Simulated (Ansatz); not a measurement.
LiCaMgSiN3 (C2/m, No. 12; cell taken from a computed entry) was calculated with PBEsol in Ansatz (PAW).

Run with plane-wave cutoff 520 eV, 8×8×6 k mesh (along the axes of the cell as run), Fermi–Dirac smearing 0.01 eV, scalar-relativistic PAW data made under PBE.

Cell (relaxed with PBEsol):

CaLiMgN$_{3}$Si is modelled in the monoclinic space group C2/m (No. 12), Pearson symbol mS28. Lattice parameters: a = 5.5398 Å, b = 9.7997 Å, c = 5.9816 Å, α = γ = 90.00°, β = 97.04°. Li on 4i has 1 N at 1.997 Å and 2 N at 2.216 Å (trigonal pyramidal). Ca on 4h sees 4 N at 2.469–2.486 Å and 2 N at 2.758 Å. Mg on 4g has 4 N at 2.062–2.080 Å. Si on 4i has 4 N at 1.720–1.807 Å and 1 Si at 2.428 Å. N1 on 4i has 2 Si at 1.789–1.807 Å and 1 Li at 1.997 Å and 2 Ca at 2.486 Å. N2 on 8j is coordinated by 1 Si at 1.720 Å and 2 Mg at 2.062–2.080 Å and 1 Li at 2.216 Å and 1 Ca at 2.469 Å and 1 Ca at 2.758 Å. (Neighbours: up to the widest gap in distance over summed covalent radii, below 1.35, at either atom; cation-cation and far metal-metal contacts left out.)
(The calculation used a cell of 14 atoms; values per cell refer to that cell.)

Problem. Predict the band gap, smallest direct gap on the k points sampled and direct gap at Γ.

Solution. 
* **band gap**: 2.92 eV (indirect)
* **smallest direct gap on the k points sampled**: 3.24 eV
* **direct gap at Γ**: 3.41 eV

Note: this cell isn't known to be the ambient phase, and symmetry holds it in the calculation.

Static lattice: no zero-point or thermal effects.

Ansatz is an electronic-structure program.
